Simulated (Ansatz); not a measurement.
**Short convergence ladders for the (001) slab of Ge2W (cut from a parent of space group no. 139; 6 atoms in the cell)**

```
CELL_PARAMETERS angstrom
      3.34120     0.00000     0.00000
      0.00000     3.34120     0.00000
      0.00000     0.00000    20.77881
ATOMIC_POSITIONS crystal
  Ge 0.00000 0.00000 0.33688
  Ge 0.50000 0.50000 0.66312
  W  0.00000 0.00000 0.59888
  Ge 0.50000 0.50000 0.53465
  Ge 0.00000 0.00000 0.46536
  W  0.50000 0.50000 0.40112
```

Base method: PBEsol, default PAW files made with PBE (plane waves; Ansatz, a first-principles code).

Base settings: basis.ecutwfc = 420 eV; kpoints.mp_grid.grid = 9 9 1; hamiltonian.xc = pbesol; hamiltonian.pseudopotentials = {kind: paw} (the program's default PAW files); scf.occupations.method = gaussian; scf.occupations.width = 0.1 eV.

The count of work is k-points × plane waves × bands × iterations; it is no time. 

**The vacuum**

The mesh stays at the base's, so the ladder's end is converged at best in this setting alone.

Only quantities that move along the ladder and can be compared are tabulated.

| vacuum between outermost atoms (Å) | free energy less the last step's (meV/atom) | largest difference of a force vector from the last step's (eV/Å) | count of work / last |
|---|---|---|---|
| 3.0 | -55.68 | 0.410 | 0.27 |
| 4.0 | -6.79 | 0.200 | 0.26 |
| 5.0 | 1.19 | 0.061 | 0.32 |
| 6.0 | 0.82 | 0.018 | 0.35 |
| 7.0 | 0.29 | 0.005 | 0.38 |
| 8.0 | 0.10 | 0.002 | 0.40 |
| 10.0 | 0.01 | 0.000 | 0.46 |
| 12.0 | 0.00 | 0.000 | 0.51 |
| 14.0 | 0.00 | 0.000 | 0.57 |
| 17.0 | 0.00 | 0.000 | 0.65 |
| 20.0 | 0.00 | 0.000 | 0.65 |
| 25.0 | 0.00 | 0.000 | 0.86 |
| 30.0 | 0.00 | 0.000 | 1.0 |

Smallest vacuum between outermost atoms (Å) that holds the free energy within 5 meV/atom of the last step, with all finer ones: 5.0, at 0.32 of the last step's count of work; the step before is off by 6.8 meV/atom.

Smallest vacuum between outermost atoms (Å) that holds the forces within 0.01 eV/Å of the last step, with all finer ones: 7.0, at 0.38 of the last step's count of work; the step before is off by 0.018 eV/Å.

**The plane-wave cutoff**

The mesh stays at the base's, so the ladder's end is converged at best in this setting alone.

Only quantities that move along the ladder and can be compared are tabulated.

```csv
basis.ecutwfc,free energy less the last step's (meV/atom),largest difference of a force vector from the last step's (eV/Å),count of work / last
210 eV,4811.23,0.170,0.12
250 eV,1017.15,0.087,0.16
295 eV,128.39,0.032,0.21
355 eV,5.46,0.003,0.28
420 eV,1.23,0.000,0.36
505 eV,0.29,0.000,0.47
630 eV,0.09,0.000,0.65
840 eV,0.00,0.000,1.0
```

Coarsest basis.ecutwfc that holds the free energy within 2 meV/atom of the last step, with all finer ones: 420 eV, at 0.36 of the last step's count of work; the step before is off by 5.5 meV/atom.

Coarsest basis.ecutwfc that holds the forces within 0.005 eV/Å of the last step, with all finer ones: 355 eV, at 0.28 of the last step's count of work; the step before is off by 0.032 eV/Å.

On the base run: the starting cell comes from a database of computed structures (which also holds hypothetical and non-ambient phases and stackings), without a prior relaxation at this level. The slab is cut from that crystal, and its faces are unrelaxed. Its lattice was rescaled by up to half a per cent. Spin polarisation is off.

Left out of this page: 1 run of the series outside the window shown, repeating another row's setting, or not comparable.

Keys are those of Ansatz 0.2.
